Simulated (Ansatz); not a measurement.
```yaml
crystal:
  lattice:
    - [21.50000, 0.00000, 0.00000]
    - [0.00000, 13.50000, 0.00000]
    - [0.00000, 0.00000, 2.96988]
  atoms:
    - { symbol: Mg, position: [0.27707, 0.43808, 0.00000] }
    - { symbol: O, position: [0.33030, 0.39974, 0.50000] }
    - { symbol: O, position: [0.27014, 0.57539, 0.00000] }
    - { symbol: Mg, position: [0.32727, 0.59622, 0.50000] }
    - { symbol: Mg, position: [0.40069, 0.42033, 0.00000] }
    - { symbol: O, position: [0.46602, 0.41801, 0.50000] }
    - { symbol: O, position: [0.39955, 0.58238, 0.00000] }
    - { symbol: Mg, position: [0.46525, 0.57787, 0.50000] }
    - { symbol: Mg, position: [0.53475, 0.42213, 0.00000] }
    - { symbol: O, position: [0.60045, 0.41762, 0.50000] }
    - { symbol: O, position: [0.53398, 0.58199, 0.00000] }
    - { symbol: Mg, position: [0.59931, 0.57967, 0.50000] }
    - { symbol: Mg, position: [0.67273, 0.40378, 0.00000] }
    - { symbol: O, position: [0.72986, 0.42461, 0.50000] }
    - { symbol: O, position: [0.66970, 0.60026, 0.00000] }
    - { symbol: Mg, position: [0.72293, 0.56192, 0.50000] }
```

Levels: PBE (plane waves to 420 eV, PAW; Ansatz, a first-principles code); r2SCAN (plane waves to 500 eV, PAW; Ansatz); HSE06 (Ansatz). Unmarked values and the geometry are of the first. Mesh 1×1×12. No spin polarisation. It repeats along c; a and b span vacuum. A hypothetical model. Only distortions within the start's symmetry and period were free. On relaxing, bonds broke or formed, so the name tells the start alone. HSE06 ran on a 1×1×6 mesh and at PBE's edge points. Buckling under compression is shut out by symmetry and the short period.

### Question
Give the properties of this body.

### Answer
```
Quantity                                                       Result
-----------------------------------------------  --------------------
largest distance between nuclei across the axis               10.09 Å
PBE gap                                          1.18 eV, direct at Γ
electron mass along the axis (PBE)                            0.72 mₑ
hole mass along the axis (PBE)                                0.62 mₑ
r2SCAN gap at this geometry                                   1.61 eV
HSE06 gap at this geometry                                    2.37 eV
axial stiffness dF/dε                                          184 nN
```
